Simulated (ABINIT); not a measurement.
# Pressure against volume in antifluorite Be2C (space group 225) (ABINIT, LDA)

```
Be2C
1.0
    0.00000     2.08560     2.08560
    2.08560     0.00000     2.08560
    2.08560     2.08560     0.00000
Be C
2 1
Cartesian
  1.04280   1.04280   1.04280
  3.12840   3.12840   3.12840
  0.00000   0.00000   0.00000
```

Method: LDA (PW92), norm-conserving pseudopotentials (PseudoDojo nc-sr-04 LDA standard) (plane waves; ABINIT). Settings: pseudos = [Be.upf, C.upf]; ecut = 57 Ha; ixc = 7; occopt = 3; tsmear = 0.00036749 Ha; ngkpt = 13 13 13; nshiftk = 1; shiftk = 0 0 0; potentials = PseudoDojo nc-sr-04 LDA standard; nband = 11; kptopt = 1; nstep = 100; toldfe = 1e-09 Ha. The cell above is the first row's. The rows scale it uniformly. In all rows fractional positions and the k mesh are held.

```csv
V (Å^3/atom),P (GPa)
6.048,?
6.179,11.65
6.311,6.43
6.442,1.67
6.574,-2.68
6.705,-6.65
6.837,-10.27
6.968,-13.58
7.100,-16.61
```

Question: Using a cubic, estimate the missing P at V = 6.048 from the other rows, showing the fit.

Answer: With u = V - 6.64, the rows have u = -0.46100, -0.32900, -0.19800, -0.06600, 0.06500, 0.19700, 0.32800, 0.46000. Least squares gives P = -4.725 - 30.170·u + 10.513·u² - 2.391·u³. Residuals (row less fit): -0.002, 0.006, -0.009, 0.007, -0.008, 0.009, -0.006, 0.001; standard error 0.009 (degrees of freedom: 4). The fitted pressure is zero at V0 = 6.491, where dP/dV = -33.45, so B0 = -V0·dP/dV = 217 GPa. At the withheld row, u = -0.59200, so P = -4.725 - 30.170 × (-0.59200) + 10.513 × (-0.59200)² - 2.391 × (-0.59200)³ = 17.316 GPa. The calculation gives 17.37 GPa, 0.054 GPa above the prediction (0.2 % of the range of P in the table). The row lies outside the fitted rows, so this is an extrapolation. From the scatter of the fitted rows alone, a prediction at this place has a standard error of 0.025 GPa, so the miss is 2.2 times that.

Carrying the step between the two nearest rows on in a straight line would have given 16.83, off by 0.54; series whose last step already gives the withheld value aren't shown. The scan was laid around a cell of about the measured size, scaled by a guess for this functional. The runs keep the symmetry of the cell, so they don't test it for distortions. Cutoffs and mesh are single choices, not tested for convergence of this quantity. Series with a scatter that would blur these digits, or in which a gap closes, are not shown.
